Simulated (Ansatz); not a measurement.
**CdGeAs2: pressure series**

Take CdGeAs2 in the chalcopyrite structure (space group I-42d, No. 122) as the base.

```yaml
crystal:
  lattice:
    - [-2.97099, 2.97099, 5.65597]
    - [2.97099, -2.97099, 5.65597]
    - [2.97099, 2.97099, -5.65597]
  atoms:
    - { symbol: Cd, position: [0.00000, 0.00000, 0.00000] }
    - { symbol: Cd, position: [0.75000, 0.25000, 0.50000] }
    - { symbol: Ge, position: [0.50000, 0.50000, 0.00000] }
    - { symbol: Ge, position: [0.25000, 0.75000, 0.50000] }
    - { symbol: As, position: [0.87500, 0.84974, 0.47474] }
    - { symbol: As, position: [0.15026, 0.62500, 0.02526] }
    - { symbol: As, position: [0.37500, 0.40026, 0.52526] }
    - { symbol: As, position: [0.59974, 0.12500, 0.97474] }
```

Cell and atoms are relaxed at each pressure.

All numbers come from PBEsol (Ansatz, a first-principles code; PAW; 420 eV plane waves; scalar-relativistic without spin-orbit coupling).

**Question.** Only one of these keeps a band gap. Which?
A. pressure 22.5 GPa
B. pressure −2 GPa
C. pressure 30 GPa

**Answer.** B, pressure −2 GPa. Computed: pressure 22.5 GPa: zero; pressure −2 GPa: 0.12 eV; pressure 30 GPa: zero

The mesh was chosen for an insulator and is coarse for the gapless case. From pressure 22.5 GPa on, the axis ratios lie over 15 % from the base's, so the cell there is far from its starting form. Load acts through the strain it causes; cell and atoms are relaxed under it. Whether these cells are dynamically stable was not tested. No other phases were tried under pressure. The final runs are not spin-polarised. The zero or small gap of CdGeAs2 can change with the level of theory.
